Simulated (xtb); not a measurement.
xtb 6.7.1, GFN1-xTB: W(NH)(NMe)(Cl)(Me) (C[N]=[W]([CH3])(=[NH])[Cl]), 13 atoms. The geometry is a generated start, not checked to be a minimum at this level.

```yaml
run_flags: --grad
method: GFN1-xTB
"--acc": 1 (default)
"--etemp (K)": 300 (default)
basis_functions: 50
valence_electrons: 38
```

```xyz
13

W     -0.8731     0.5544     0.1946
N     -2.1226    -0.7025     0.0462
H     -2.7213    -1.4784    -0.2424
N      0.4678     0.3172    -0.9543
C      1.2949    -0.1344    -2.0082
H      1.7218    -1.1160    -1.7633
H      0.7061    -0.2413    -2.9305
H      2.1187     0.5651    -2.2054
Cl    -1.5234     2.6549     0.4447
C      0.1086    -0.0496     2.0795
H      0.1458    -1.1243     2.3029
H     -0.4669     0.4310     2.8965
H      1.1436     0.3237     2.1398
```

Charge 0 and multiplicity 1 are set for this test and not shown to be the ground state.

One run each on 1 thread. Values of broydamp tried: 0.02, 0.05, 0.1, 0.2, 0.4 (default), 0.6, 0.8, 1.

How does the count of SCC iterations change with broydamp, and where is it least?

Fewest SCC iterations, within one of each other: 0.4 (default) with 11, 0.6 with 11, 0.8 with 12, 1 with 12. The count rises to 19 at 0.02. All converge to one solution.

```tsv
broydamp	SCC iterations	end
0.02	19	same solution
0.05	17	same solution
0.1	15	same solution
0.2	13	same solution
0.4 (default)	11	same solution
0.6	11	same solution
0.8	12	same solution
1	12	same solution
```
